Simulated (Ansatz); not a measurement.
Results of PBEsol (PAW; Ansatz, a quantum-chemistry and plane-wave program) for BaSiO3 (model structure, started from the tetragonal perovskite type, P4mm, No. 99, 5 atoms in the cell).

Numerical settings: plane-wave cutoff 520 eV, 16×16×12 k mesh (along the axes of the cell as run), Fermi–Dirac smearing 0.05 eV, scalar-relativistic PAW data made under PBE.

Cell (relaxed with PBEsol):

```cif
data_BaO3Si
_chemical_formula_sum 'Si1 Ba1 O3'
_space_group_name_H-M_alt 'P 1'
_space_group_IT_number 1
_cell_length_a 3.52744
_cell_length_b 3.52744
_cell_length_c 4.96393
_cell_angle_alpha 90.000
_cell_angle_beta 90.000
_cell_angle_gamma 90.000
loop_
_space_group_symop_operation_xyz
  'x, y, z'
loop_
_atom_site_label
_atom_site_type_symbol
_atom_site_fract_x
_atom_site_fract_y
_atom_site_fract_z
_atom_site_occupancy
Si1 Si 0.50000 0.50000 0.48996 1
Ba1 Ba 0.00000 0.00000 0.98805 1
O1 O 0.50000 0.50000 0.82064 1
O2 O 0.50000 0.00000 0.40367 1
O3 O 0.00000 0.50000 0.40367 1
```

### Question
Predict the band gap.

### Answer

* **band gap**: 1.16 eV (on the SCF k mesh)

Note: the relaxation could raise the start's symmetry but not lower it, so the cell can be a saddle point.

Spin–orbit coupling is not included.

A model structure was made by putting elements into a prototype or built by hand; it is no filed structure, need not be a known phase, and can be a saddle point held by its symmetry.
